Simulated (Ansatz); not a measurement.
Structure of amorphous Hf17O36C (periodic cell):

```xyz
54
Lattice="8.7956 0.0000 0.0000 0.0000 8.7956 0.0000 0.0000 0.0000 8.7956" Properties=species:S:1:pos:R:3 pbc="T T T"
Hf     4.0520     3.5737     4.6338
Hf     4.8679     1.1289     2.6971
Hf     2.9224     6.9953     3.4294
Hf     1.9863     0.9264     4.6338
Hf     0.7745     5.7527     0.6581
Hf     6.9268     5.6713     5.9663
Hf     2.8189     8.3910     0.0680
Hf     6.7795     4.7115     2.6229
Hf     8.3228     0.3655     7.4918
Hf     6.0738     7.6855     0.8747
Hf     6.2604     2.7805     0.0797
Hf     2.8487     2.6316     7.6449
Hf     7.3962     2.1731     5.0655
Hf     8.4177     7.7874     3.2932
Hf     5.2693     8.6714     6.2023
Hf     4.4305     5.4539     8.0232
Hf     0.4989     2.5074     1.7245
O      6.5492     1.7489     7.0428
O      0.3953     1.3545     5.9476
O      3.5751     5.1944     3.6569
O      8.0573     1.5161     0.3704
O      5.6376     3.0286     2.2436
O      6.2971     4.5922     7.5767
O      6.9728     7.7333     7.7804
O      0.9562     8.0141     8.2222
O      8.0754     3.0789     3.3705
O      4.2773     3.4469     8.7489
O      1.0468     3.7711     7.7761
O      1.4257     4.2556     1.7307
O      7.8404     6.6848     1.5402
O      4.5824     7.5709     8.1200
O      3.6647     4.4256     6.4918
O      1.3601     7.6743     4.6129
O      0.0246     5.6458     7.2613
O      7.2332     8.7243     5.3002
O      5.3433     0.9617     0.6692
O      5.2436     6.6610     5.9060
O      2.6403     6.1505     8.7828
O      8.4897     3.9273     5.9493
O      3.1284     2.0831     3.2656
O      5.4023     1.7094     4.6853
O      3.8526     8.1396     1.9290
O      3.4888     0.7449     7.1757
O      6.1091     4.1642     4.7711
O      7.6907     6.0424     4.0710
O      2.5533     2.5754     5.6164
O      2.0529     1.5701     0.4596
O      1.3703     7.1090     2.1307
O      7.7854     4.0122     0.9619
O      5.4459     5.7662     1.2656
O      6.5768     8.6272     2.6828
O      3.8268     8.5364     4.5397
O      0.6127     0.9016     3.1123
C      0.2872     4.4098     6.9674
```

The numbers are results of PBE, scalar-relativistic without spin-orbit coupling (plane waves to 420 eV, PAW; Ansatz, a first-principles code), not measurements.

It comes from a melt-quench run on a machine-learned potential (CHGNet), relaxed afterwards by DFT. O atoms were pushed apart under 1.9 Å during the dynamics, to hinder bonds among them. The hot cell started wider than the set density and was brought back towards it in steps. It is the lowest in DFT energy of 2 quenches. It is a model cell: composition and starting density were chosen by hand, and all elements were melted together. No dispersion term was used. Its density started from a set value of 8.63 and ended at 8.84 g/cm³. The simulated quench (nominally 300 K/ps over its main leg) is rapid and tends to freeze in more defects than a deposited or slowly cooled glass has. A cell of this size samples the disorder only roughly. The volume was free in the relaxation, at fixed shape. Stress components on the final sampling reach 2.2 GPa. Cycles of charging lowered its energy after that relaxation.

Neighbours within Hf-Hf 3.34 Å, Hf-O 2.70 Å, Hf-C 2.51 Å, O-O 1.58 Å, O-C 1.70 Å, C-C 1.78 Å count as bonded. Two cations that share two anions don't count as bonded, nor two that share one unless they lie closer than Hf-Hf 3.25 Å, Hf-C 2.44 Å, C-C 1.63 Å.

Task: Give the coordination numbers, mean bond lengths and angles.

Result: 
| Item | Value |
|---|---|
| Mean coordination of Hf | 6.59 (1 with 5, 7 with 6, 7 with 7, 2 with 8) |
| Mean coordination of O | 3.19 (2 with 2, 25 with 3, 9 with 4) |
| Mean coordination of C | 3.00 (1 with 3) |
| Mean Hf-O bond | 2.170 Å (spread 0.150 Å, 112 counted) |
| Mean O-C bond | 1.284 Å (spread 0.010 Å, 3 counted) |
| Bond angle at Hf | mean 101.6°, spread 29.4° |
| Bond angle at O | mean 112.4°, spread 17.0° |

Task: List the pairs of like atoms that count as bonded by the rules above.

Result: There are none by these rules.
